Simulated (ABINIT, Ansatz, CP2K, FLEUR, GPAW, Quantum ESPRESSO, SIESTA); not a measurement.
## One structure in several programs: LiBe (P2_1/m, 4 atoms in the cell)

Self-consistent single point.

```xyz
4
Lattice="2.2960 0.0000 0.0000 0.0000 3.6128 0.0000 -0.4017 0.0000 5.5135" Properties=species:S:1:pos:R:3 pbc="T T T"
Li     1.6296     0.9032     0.8538
Li     0.2647     2.7096     4.6597
Be     1.5053     0.9032     3.1767
Be     0.3890     2.7096     2.3368
```

Shared settings, as Ansatz (a quantum-chemistry and plane-wave program) writes them: kpoints.mp_grid.grid = 11 7 5; scf.occupations.method = gaussian; scf.occupations.width = 0.272 eV. Potentials and cutoffs stand in the table.

```
code                                                                                                                                 model  pressure (GPa)  largest force (eV/Å)         cutoff
----------------  ------------------------------------------------------------------------------------------------------------------------  --------------  --------------------  -------------
SIESTA            LDA PW92, numerical atomic orbitals DZP, PseudoDojo LDA standard norm-conserving potentials (rewritten from UPF to PSML)           -2.71                 0.016    grid 300 Ry
ABINIT                                                     LDA (PW92), norm-conserving pseudopotentials (PseudoDojo nc-sr-04 LDA standard)           -2.94                 0.071          44 Ha
FLEUR                                                         LDA (Perdew-Zunger), all-electron FLAPW (FLEUR), scalar-relativistic valence               –                 0.058  Kmax 4 1/bohr
GPAW                                                                         LDA (Perdew-Wang 92), GPAW PAW datasets LDA (gpaw-data 1.0.1)           -2.39                 0.054         850 eV
Ansatz                                                                                                 LDA (PW92), PAW files made with PBE           -3.02                 0.074        default
Quantum ESPRESSO                                                                       LDA (PZ), GBRV 1.5 ultrasoft (LDA) pseudopotentials           -3.15                 0.070          40 Ry
CP2K                                                  LDA (Pade form), GPW, DZVP-MOLOPT-SR-GTH basis, GTH-PADE potentials (GTH_POTENTIALS)           -2.09                 0.012    grid 600 Ry
```

Size of the force on each atom (eV/Å): Sizes of forces hide their directions.

| code | Li1 | Li2 | Be3 | Be4 |
|---|---|---|---|---|
| SIESTA | 0.016 | 0.016 | 0.014 | 0.014 |
| ABINIT | 0.071 | 0.071 | 0.057 | 0.057 |
| FLEUR | 0.058 | 0.058 | 0.057 | 0.057 |
| GPAW | 0.054 | 0.054 | 0.050 | 0.050 |
| Ansatz | 0.074 | 0.074 | 0.060 | 0.060 |
| Quantum ESPRESSO | 0.070 | 0.070 | 0.056 | 0.056 |
| CP2K | 0.012 | 0.012 | 0.007 | 0.007 |

A dash marks a value that a program does not give, or that is left out as unsure.

The spread over the programs that give each value: pressure within 1.06 GPa; largest force within 0.062 eV/Å.

SIESTA and CP2K use small atom-centred bases, whose incompleteness enters pressures, forces and empty levels differently from a plane-wave cutoff. FLEUR treats all electrons, but the usual bases taken here (sphere radii, linearisation, local orbitals, empty states) were not tested for convergence, so the values are no reference for the others. Ansatz's pressure is given at a fixed set of plane waves, as the other plane-wave codes print theirs. The same LDA comes in different parametrisations, which differ slightly.

The starting cell comes from a database of computed structures (which also holds hypothetical and non-ambient phases and stackings), without a prior relaxation at this level.

Left out of this page: Elk (not drawn, or without a comparable value).

Keys are those of Ansatz 0.2.
